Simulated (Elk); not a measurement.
# Worked example: self-consistent single point of SrAlGe (P-6m2, 3 atoms in the cell) in Elk

Computed with PBEsol, all-electron FP-LAPW, Elk's shipped species files, APW+lo basis with extra local orbitals in Elk.

Input:

```
tasks
  0

xctype
  22

rgkmax
  7.5

gmaxvr
  14.0

nxlo
  2

lorbcnd
  .true.

rmtscf
  0.96

lmaxi
  2

stype
  3

swidth
  0.00183747

scale
  1.889726125

avec
    4.2965197299    0.0000000627    0.0000000000
   -2.1482599192    3.7208952026    0.0000000000
    0.0000000000    0.0000000000    4.7790200000

atoms
  3   : nspecies
  'Sr.in'   : spfname
  1   : natoms; atposl, bfcmt below
  0.0000000000  0.0000000000  0.0000000000    0.0 0.0 0.0
  'Al.in'   : spfname
  1   : natoms; atposl, bfcmt below
  0.6666666667  0.3333333333  0.5000000000    0.0 0.0 0.0
  'Ge.in'   : spfname
  1   : natoms; atposl, bfcmt below
  0.3333333333  0.6666666667  0.5000000000    0.0 0.0 0.0

ngridk
  6 6 5
```

The program printed (abridged):

```
│ Elk code version 10.2.4 │

All units are atomic (Hartree, Bohr, etc.)

│ Ground-state run starting from atomic densities │

Lattice vectors :
   8.119245580      0.1184858280E-06   0.000000000
  -4.059622893       7.031472873       0.000000000
   0.000000000       0.000000000       9.031038946

Unit cell volume      :    515.5843211
Brillouin zone volume :   0.4811050362

Muffin-tin inner radius fraction :   0.1000000000E-01

Nuclei treated as point charges

Species :    1 (Sr)
 parameters loaded from : Sr.in
 name : strontium
 nuclear charge    :   -38.00000000
 electronic charge :    38.00000000
 atomic mass :    159721.4890
 muffin-tin radius :    2.496000000
 number of radial points in muffin-tin :    597
 atomic positions (lattice), magnetic fields (Cartesian) :
   1 :   0.00000000  0.00000000  0.00000000    0.00000000  0.00000000  0.00000000

Species :    2 (Al)
 parameters loaded from : Al.in
 name : aluminium
 nuclear charge    :   -13.00000000
 electronic charge :    13.00000000
 atomic mass :    49184.33492
 muffin-tin radius :    2.112000000
 number of radial points in muffin-tin :    397
 atomic positions (lattice), magnetic fields (Cartesian) :
   1 :   0.66666667  0.33333333  0.50000000    0.00000000  0.00000000  0.00000000

Species :    3 (Ge)
 parameters loaded from : Ge.in
 name : germanium
 nuclear charge    :   -32.00000000
 electronic charge :    32.00000000
 atomic mass :    132414.6195
 muffin-tin radius :    2.304000000
 number of radial points in muffin-tin :    497
 atomic positions (lattice), magnetic fields (Cartesian) :
   1 :   0.33333333  0.66666667  0.50000000    0.00000000  0.00000000  0.00000000

Total number of atoms per unit cell :    3

Spin treatment :
 spin-unpolarised

Number of Bravais lattice symmetries :   24
Number of crystal symmetries         :   12
Crystal has no inversion symmetry
Complex Hermitian eigensolver will be used

k-point grid :      6     6     5
k-point offset :    0.000000000       0.000000000       0.000000000
k-point set is reduced with full crystal symmetry group
Total number of k-points :       30

Muffin-tin radius times maximum |G+k| :    7.500000000
 using average radius
Maximum |G+k| for APW functions       :    3.255208333
Maximum (1/2)|G+k|²                   :    5.298190647
Maximum |G| for potential and density :    14.00000000
 potential will be trimmed for |G| > 2 gkmax
Constant for pseudocharge density :    9
Radial integration step length :    4

G-vector grid sizes :     40    40    42
Number of G-vectors :    23837

Maximum angular momentum used for
 APW functions                      :    8
 outer part of muffin-tin           :    6
 inner part of muffin-tin           :    2

Total nuclear charge    :   -83.00000000
Total core charge       :    50.00000000
Total valence charge    :    33.00000000
Total excess charge     :    0.000000000
Total electronic charge :    83.00000000

Effective Wigner radius, rₛ :    1.140366192

Number of empty states         :   12
Total number of valence states :   29
Total number of core states    :   50

Conduction state local-orbitals added automatically
Total number of local-orbitals :  217

Exchange-correlation functional :     22     0     0
 PBEsol, Phys. Rev. Lett. 100, 136406 (2008)
 gradient requirement :    1
 generalised gradient approximation (GGA)

Smearing type :    3
 Fermi-Dirac
Smearing width :   0.1837470000E-02
Effective electronic temperature (K) :    580.2271348

Mixing type :    3
 Broyden mixing, J. Phys. A: Math. Gen. 17, L317 (1984)

Kohn-Sham potential initialised from atomic data

│ Self-consistent loop started │
│ Loop number : 1 │
 total energy                :     -5522.65004017
│ Loop number : 2 │
 total energy                :     -5522.61971172
RMS change in Kohn-Sham potential (target) :   0.3774418531     (  0.1000000000E-05)
Absolute change in total energy (target)   :   0.3032845203E-01 (  0.1000000000E-03)
│ Loop number : 3 │
 total energy                :     -5521.15294823
RMS change in Kohn-Sham potential (target) :   0.2406480005     (  0.1000000000E-05)
Absolute change in total energy (target)   :    1.474345599     (  0.1000000000E-03)
│ Loop number : 4 │
 total energy                :     -5519.23085899
RMS change in Kohn-Sham potential (target) :   0.9407028119E-01 (  0.1000000000E-05)
Absolute change in total energy (target)   :    2.290675647     (  0.1000000000E-03)
│ Loop number : 5 │
 total energy                :     -5518.36152435
RMS change in Kohn-Sham potential (target) :   0.2622509686E-01 (  0.1000000000E-05)
Absolute change in total energy (target)   :    1.442003544     (  0.1000000000E-03)
│ Loop number : 6 │
 total energy                :     -5518.09238306
RMS change in Kohn-Sham potential (target) :   0.5686850260E-02 (  0.1000000000E-05)
Absolute change in total energy (target)   :   0.6296421805     (  0.1000000000E-03)
│ Loop number : 7 │
 total energy                :     -5518.01787391
RMS change in Kohn-Sham potential (target) :   0.3213788746E-03 (  0.1000000000E-05)
Absolute change in total energy (target)   :   0.2319196977     (  0.1000000000E-03)
│ Loop number : 8 │
 total energy                :     -5518.01464382
RMS change in Kohn-Sham potential (target) :   0.1749854767E-03 (  0.1000000000E-05)
Absolute change in total energy (target)   :   0.6121001227E-01 (  0.1000000000E-03)
│ Loop number : 9 │
 total energy                :     -5518.01207317
RMS change in Kohn-Sham potential (target) :   0.2142972979E-04 (  0.1000000000E-05)
Absolute change in total energy (target)   :   0.1787315378E-01 (  0.1000000000E-03)
│ Loop number : 10 │
 total energy                :     -5518.01187002
RMS change in Kohn-Sham potential (target) :   0.9128126716E-05 (  0.1000000000E-05)
Absolute change in total energy (target)   :   0.4671437229E-02 (  0.1000000000E-03)
│ Loop number : 11 │
 total energy                :     -5518.01165746
RMS change in Kohn-Sham potential (target) :   0.2327121454E-05 (  0.1000000000E-05)
Absolute change in total energy (target)   :   0.1380419249E-02 (  0.1000000000E-03)
│ Loop number : 12 │
 total energy                :     -5518.01156188
RMS change in Kohn-Sham potential (target) :   0.5329010608E-06 (  0.1000000000E-05)
Absolute change in total energy (target)   :   0.4406840917E-03 (  0.1000000000E-03)
│ Loop number : 13 │
 total energy                :     -5518.01153473
RMS change in Kohn-Sham potential (target) :   0.1753647481E-06 (  0.1000000000E-05)
Absolute change in total energy (target)   :   0.1373241575E-03 (  0.1000000000E-03)
│ Loop number : 14 │
 total energy                :     -5518.01151904
RMS change in Kohn-Sham potential (target) :   0.4808218030E-07 (  0.1000000000E-05)
Absolute change in total energy (target)   :   0.5001453155E-04 (  0.1000000000E-03)
Convergence targets achieved

│ Loop number : 15 │

Energies :
 Fermi                       :     0.216009164099
 sum of eigenvalues          :     -3208.37726461
 electron kinetic            :      5657.13615063
 core electron kinetic       :      5390.60663483
 Coulomb                     :     -10975.4021984
 Coulomb potential           :     -8603.62356835
 nuclear-nuclear             :     -553.225269878
 electron-nuclear            :     -12240.7302887
 Hartree                     :      1818.55336015
 Madelung                    :     -6673.59041421
 xc potential                :     -261.889846893
 exchange                    :     -195.264843889
 correlation                 :     -4.47996106783
 electron entropic           :    -0.667265401990E-03
 total energy                :     -5518.01151998

Density of states at Fermi energy :    66.67799748
 (states/Hartree/unit cell)

Estimated indirect band gap :   0.3169074237E-03
 from k-point     19 to k-point      6
Estimated direct band gap   :   0.2658587333E-01
 at k-point     14

Charges :
 core                        :    50.00000000
 valence                     :    33.00000000
 interstitial                :    5.719748880
 muffin-tins (core leakage)
  species :    1 (Sr)
   atom    1                 :    35.83373785     (  0.5439330188E-04)
  species :    2 (Al)
   atom    1                 :    11.06990249     (  0.7639171774E-03)
  species :    3 (Ge)
   atom    1                 :    30.37661078     (  0.5866424925E-03)
 total in muffin-tins        :    77.28025112
 total calculated charge     :    82.98777440
 total charge                :    83.00000000
 error                       :   0.1222560447E-01

│ Self-consistent loop stopped │
```

The run converged in 15 iterations. The count includes the last loop, which Elk runs after its targets are met.

The starting cell comes from a database of computed structures (which also holds hypothetical and non-ambient phases and stackings), without a prior relaxation at this level. Values depend on the basis (sphere radii, cutoffs, local orbitals), which need not be converged. The log's line on a gap gives a spacing of levels on this mesh, which the program prints for metals too.
